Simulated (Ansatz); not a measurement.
Start from MoS2 in the 2H-MoS2 type structure (space group P6_3/mmc, No. 194; a = 3.173 Å, c = 12.437 Å; layered, stacked along the Cartesian z axis). Axes: x lies along a and z along c of the hexagonal cell.

Computed with r2SCAN+rVV10 (Ansatz, an electronic-structure program), spin-orbit coupling left out.

Base values:

| Quantity | Value |
|---|---|
| Valence-band top at Γ | 0.00, -1.13, -1.36 eV |
| Band gap | 1.01 eV |

The change: tensor shear ε_yz = −3.97 % (engineering shear γ = -0.0794), atoms relaxed at fixed cell.

Problem. What happens to the valence-band top at Γ, band gap and stress?

Solution. The valence-band top at Γ (three highest levels, from the VBM) becomes 0.00, -1.17, -1.36 eV (base: 0.00, -1.13, -1.36 eV); the band gap stays 1.01 eV; the stress (xx, yy, zz, yz, xz, xy; compression positive) amounts to (0.26, -0.12, 0.52, 0.29, 0.00, 0.00) GPa.

The cells carry an imposed strain or load. Stability against distortions was not tested. Under tensor shear ε_yz = −3.97 % atoms moved by over 0.3 Å (layers or molecules slid or turned), so the response is not a plain elastic one.
